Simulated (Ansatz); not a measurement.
## Zr: response to strain

The reference is Zr in the hcp (Mg type) structure (space group P6_3/mmc, No. 194; a = 3.182 Å, c = 5.124 Å; relaxed with 0.1 eV smearing). Axes: x lies along a and z along c of the hexagonal cell.

Strains are applied to the cell and any free atomic positions relax; under biaxial strain the out-of-plane vector relaxes too.

The values are results of DFT with PBEsol, PAW potentials and a 420 eV plane-wave cutoff in Ansatz (an electronic-structure program), no spin-orbit coupling, not measurements.

```csv
"biaxial strain, plane normal [001], relaxed out of plane (%)",out-of-plane strain (%)
-3,2.96
-2.5,2.39
-2,1.86
-1.5,?
-1,0.89
-0.5,0.43
0,0.00
```

Q: Fit ε⊥ = −νε + γε² (strains in %) to the rows shown and predict the withheld row.

A: Least squares on the printed values gives ν = 0.83 (the biaxial Poisson response) and γ = 0.052 (largest residual 0.01 %); this predicts 1.36 %, and the run gives 1.36 %, in agreement.

Stability against distortions was not tested. The final runs are not spin-polarised.
